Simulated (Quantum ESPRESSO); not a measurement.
Input and output of a self-consistent single point for Tl3Ga (P1, 4 atoms in the cell) (Quantum ESPRESSO).

Computed with PBEsol, GBRV 1.5 ultrasoft (PBESOL) pseudopotentials (plane waves; Quantum ESPRESSO).

The change in words: atoms moved at random. Reference geometry:
```yaml
crystal:
  lattice:
    - [0.00000, 3.87739, 3.87739]
    - [3.87739, 0.00000, 3.87739]
    - [3.87739, 3.87739, 0.00000]
  atoms:
    - { symbol: Tl, position: [0.25000, 0.25000, 0.25000] }
    - { symbol: Tl, position: [0.75000, 0.75000, 0.75000] }
    - { symbol: Tl, position: [0.50000, 0.50000, 0.50000] }
    - { symbol: Ga, position: [0.00000, 0.00000, 0.00000] }
```

Reference input (self-consistent single point, DFT, PBEsol, plane waves, GBRV 1.5 ultrasoft (PBESOL) pseudopotentials): ecutwfc = 50 Ry; ecutrho = 250 Ry; occupations = smearing; smearing = fermi-dirac; degauss = 0.0099958 Ry; potentials = {Tl: tl_pbesol_v1.2.uspp.F.UPF, Ga: ga_pbesol_v1.4.uspp.F.UPF}; K_POINTS = automatic 5 5 5 0 0 0; conv_thr = 1e-09 Ry. This run's input differs from it in these lines:

```diff
@@ -30,6 +30,6 @@
 ATOMIC_POSITIONS angstrom
-Tl    1.9386950000    1.9386950000    1.9386950000
-Tl    5.8160850000    5.8160850000    5.8160850000
-Tl    3.8773900000    3.8773900000    3.8773900000
-Ga    0.0000000000    0.0000000000    0.0000000000
+Tl    1.9339762164    1.9195794673    1.9198547620
+Tl    5.8398882972    5.8319590347    5.8152280968
+Tl    3.9035934016    3.8229243027    3.8830703764
+Ga   -0.0452917926    0.0577033180    0.0140167649
 K_POINTS automatic
```

The program printed (abridged):

```
     Self-consistent Calculation

     iteration #  1     ecut=    50.00 Ry     beta= 0.70

---- Real-time Memory Report at c_bands before calling an iterative solver
           228 MiB given to the printing process from OS
           200 MiB allocation reported by mallinfo(arena+hblkhd)
------------------

     negative rho (up, down):  1.488E-01 0.000E+00

     total energy              =    -848.77668290 Ry
     estimated scf accuracy    <       0.67262230 Ry

     iteration #  2     ecut=    50.00 Ry     beta= 0.70

---- Real-time Memory Report at c_bands before calling an iterative solver
   [... lines left out ...]
           394 MiB given to the printing process from OS
           229 MiB allocation reported by mallinfo(arena+hblkhd)
------------------

     negative rho (up, down):  1.530E-01 0.000E+00

     total energy              =    -849.09685792 Ry
     estimated scf accuracy    <          9.2E-09 Ry

     iteration # 10     ecut=    50.00 Ry     beta= 0.70

---- Real-time Memory Report at c_bands before calling an iterative solver
           395 MiB given to the printing process from OS
           230 MiB allocation reported by mallinfo(arena+hblkhd)
------------------

     negative rho (up, down):  1.530E-01 0.000E+00
     End of self-consistent calculation

     the Fermi energy is     8.9530 ev

!    total energy              =    -849.09685792 Ry
     estimated scf accuracy    <          6.0E-10 Ry
     smearing contrib. (-TS)   =      -0.01385048 Ry
     internal energy E=F+TS    =    -849.08300745 Ry

     convergence has been achieved in  10 iterations

     negative rho (up, down):  1.530E-01 0.000E+00

     Forces acting on atoms (cartesian axes, Ry/au):

     atom    1 type  1   force =     0.00042012   -0.00052628    0.00130268
     atom    2 type  1   force =    -0.00087913   -0.00154812    0.00076959
     atom    3 type  1   force =     0.00008684    0.00187485   -0.00143143
     atom    4 type  2   force =     0.00037217    0.00019956   -0.00064084

     Total force =     0.003475     Total SCF correction =     0.000009

     negative rho (up, down):  1.530E-01 0.000E+00
          total   stress  (Ry/bohr**3)                   (kbar)     P=      -26.53
  -0.00018026  -0.00000285  -0.00000434          -26.52       -0.42       -0.64
  -0.00000285  -0.00018000  -0.00000352           -0.42      -26.48       -0.52
  -0.00000434  -0.00000352  -0.00018069           -0.64       -0.52      -26.58

   JOB DONE.
```

The run converged in 10 iterations. Against the reference run the free energy hardly moves (within 1 meV/atom), the pressure hardly changes (-2.68 to -2.65 GPa) and the largest force goes from 0.000 to 0.061 eV/Å.

The starting cell comes from a database of computed structures (which also holds hypothetical and non-ambient phases and stackings), without a prior relaxation at this level. For this run, on top of that: atoms moved at random.

Cost on one core of a shared machine: roughly 3 min.
